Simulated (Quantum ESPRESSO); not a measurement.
A short convergence ladder for LuF3 (P-3m1, 4 atoms in the cell)

```
LuF3
1.0
    3.82734     0.00000     0.00000
   -1.91367     3.31457     0.00000
    0.00000     0.00000     4.21981
Lu F
1 3
Direct
  0.00000   0.00000   0.50000
  0.33333   0.66667   0.60999
  0.66667   0.33333   0.39001
  0.00000   0.00000   0.00000
```

Base method: LDA (PZ), SSSP 1.1.2 efficiency (PBE) pseudopotentials (plane waves; Quantum ESPRESSO).

Base settings: ecutwfc = 50 Ry; ecutrho = 400 Ry; occupations = fixed; input_dft = pz; potentials = {Lu: Lu.GGA-PBE-paw-v1.0.UPF, F: f_pbe_v1.4.uspp.F.UPF}; K_POINTS = automatic 3 3 3 0 0 0; nbnd = 27; conv_thr = 1e-10 Ry; mixing_beta = 0.4.

**Zone-centre phonons against the cutoff**

In this ladder: ph.x.tr2_ph = 1e-14; ph.x.fildyn = dyn.G; ph.x.epsil = true; dynmat.x.fildyn = dyn.G; dynmat.x.asr = crystal. Moved along: ecutrho.

The mesh stays at the base's, so the ladder's end is converged at best in this setting alone.

Frequencies are those of the unrelaxed cell, without the LO-TO term of polar crystals.

Only quantities that move along the ladder and can be compared are tabulated.

```csv
ecutwfc,highest zone-centre frequency (cm⁻¹),lowest optical frequency (cm⁻¹),largest Born charge (mean of the diagonal) (e)
25 Ry,469.0,98.5,4.715
30 Ry,465.0,117.5,3.044
42 Ry,458.4,112.5,3.808
50 Ry,458.5,112.6,3.798
```

Coarsest ecutwfc that holds the highest zone-centre frequency within 5 cm⁻¹ of the last step, with all finer ones: 42 Ry; the step before is off by 6.5 cm⁻¹.

Coarsest ecutwfc that holds the lowest optical frequency within 10 cm⁻¹ of the last step, with all finer ones: 30 Ry; the step before is off by 14 cm⁻¹.

Coarsest ecutwfc that holds the largest Born charge (mean of the diagonal) within 0.05 e of the last step, with all finer ones: 42 Ry; the step before is off by 0.75 e.

On the base run: the starting cell comes from a database of computed structures (which also holds hypothetical and non-ambient phases and stackings), without a prior relaxation at this level. Its lattice was rescaled by up to half a per cent.
